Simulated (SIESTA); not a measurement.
Input and output of a self-consistent single point for MgPd5 (R3, 6 atoms in the cell) (SIESTA).

Level of theory: GGA PBEsol, numerical atomic orbitals DZP, PseudoDojo PBEsol standard norm-conserving potentials (rewritten from UPF to PSML) (SIESTA 5.4.2).

```
MgPd5
1.0
    2.41505     1.39433     4.57238
   -2.41505     1.39433     4.57238
    0.00000    -2.78865     4.57238
Mg Pd
1 5
Cartesian
  0.00000   0.00000   0.05000
 -0.80096   1.38731   6.85856
 -0.80096  -1.38731   6.85856
  1.60192   0.00000   6.85856
  0.00000   0.00000   4.55042
  0.00000   0.00000   9.16670
```

Reference input (self-consistent single point, DFT, GGA PBEsol, numerical atomic orbitals DZP, PseudoDojo PBEsol standard norm-conserving potentials (rewritten from UPF to PSML)): XC.functional = GGA; XC.authors = PBEsol; potentials = PseudoDojo PBEsol standard; PAO.BasisSize = DZP; PAO.EnergyShift = 0.01 Ry; MeshCutoff = 300 Ry; kgrid.MonkhorstPack = 4 4 4; OccupationFunction = MP; OccupationMPOrder = 0; ElectronicTemperature = 100 meV; MaxSCFIterations = 150; SCF.Mixer.Method = Pulay. This run's input differs from it in these lines:

```diff
@@ -32,5 +32,5 @@
 %block kgrid.MonkhorstPack
-    4   0   0  0.0
-    0   4   0  0.0
-    0   0   4  0.0
+   11   0   0  0.0
+    0  11   0  0.0
+    0   0  11  0.0
 %endblock kgrid.MonkhorstPack
@@ -38,3 +38,3 @@
 OccupationMPOrder            0
-ElectronicTemperature        100.0 meV
+ElectronicTemperature        20.0 meV
```

The program printed (abridged):

```
        iscf     Eharris(eV)        E_KS(eV)     FreeEng(eV)     dDmax    Ef(eV) dHmax(eV)
   scf:    1   -19931.821528   -19957.137749   -19957.139658  1.367742 -4.946623  4.670351
   scf:    2   -19955.670937   -19957.381880   -19957.384184  0.085404 -5.224979  4.347287
   scf:    3   -19957.867700   -19958.108686   -19958.110814  0.049796 -5.262538  3.568165
   scf:    4   -19958.324091   -19958.258671   -19958.260747  0.041892 -5.390422  2.175487
   scf:    5   -19958.297424   -19958.282588   -19958.284694  0.030610 -5.380541  0.125756
   [... 4 lines left out ...]
   scf:   10   -19958.284009   -19958.284007   -19958.286109  0.000127 -5.385962  0.001218
   scf:   11   -19958.284009   -19958.284008   -19958.286110  0.000101 -5.386183  0.001080
   scf:   12   -19958.284008   -19958.284008   -19958.286110  0.000047 -5.386258  0.000207
   scf:   13   -19958.284008   -19958.284008   -19958.286110  0.000007 -5.386281  0.000236
SCF Convergence by DM+H criterion
max |DM_out - DM_in|         :     0.0000074789
max |H_out - H_in|      (eV) :     0.0002362672
SCF cycle converged after 13 iterations

Using DM_out to compute the final energy and forces

siesta: E_KS(eV) =           -19958.2840

siesta: E_KS - E_eggbox =    -19958.2840

siesta: Atomic forces (eV/Ang):
     1   -0.000000    0.000000   -0.266742
     2    0.102066   -0.044702    0.093077
     3   -0.012320    0.110743    0.093077
     4   -0.089746   -0.066041    0.093077
     5   -0.000000    0.000000    0.057055
     6   -0.000000   -0.000000   -0.086807
   Tot    0.000000    0.000000   -0.017262
   Max    0.266742
   Res    0.089808    sqrt( Sum f_i^2 / 3N )
   Max    0.266742    constrained

   [... lines left out ...]
siesta: FreeEng =    -19958.286110
siesta: Cell volume =         92.381063 Ang**3
siesta:         -72.45179193        -78.42470481  kBar
   [... lines left out ...]
              0.243   1.665   1.601   1.650   1.601   1.665   0.146   0.174

              0.147   0.174   0.146

mulliken: Qtot =      100.000

Mulliken Atomic Populations:
Atom #   charge [q] valence [e]  Species
     1     0.494886    9.505114  Mg
     2    -0.077940   18.077940  Pd
     3    -0.077940   18.077940  Pd
     4    -0.077940   18.077940  Pd
     5    -0.128592   18.128592  Pd
     6    -0.132475   18.132475  Pd
 Total     0.000000
```

The run converged in 13 iterations. Against the reference run the free energy hardly moves (within 1 meV/atom), the pressure goes from -7.13 to -7.25 GPa and the largest force hardly changes (0.269 to 0.267 eV/Å).

The starting cell comes from a database of computed structures (which also holds hypothetical and non-ambient phases and stackings), without a prior relaxation at this level. Its lattice was rescaled by up to half a per cent. One atom was moved a little off its site on purpose. Spin polarisation is off. Values carry the incompleteness of an atom-centred basis. With a pressure of about -7 GPa the cell is away from its equilibrium volume at this level.

Cost on one core of a shared machine: roughly 5 min.
